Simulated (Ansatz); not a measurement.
Take InAs in the zinc blende structure (space group F-43m, No. 216; a = 6.109 Å) as the base.

Levels (all Ansatz, a quantum-chemistry and plane-wave program, PAW): r2SCAN (500 eV, no SOC); HSE06 (420 eV, scalar-relativistic without spin-orbit coupling).

The geometry is relaxed with r2SCAN.

```
Item              Result
---------------  -------
r2SCAN band gap  0.08 eV
```

### Question
Predict the band gap from HSE06.

### Answer
The band gap rises by 0.28 eV to 0.36 eV.

Single points use the geometry relaxed with r2SCAN. Whether these cells are dynamically stable was not tested. The zero or small gap of InAs can change with the level of theory.
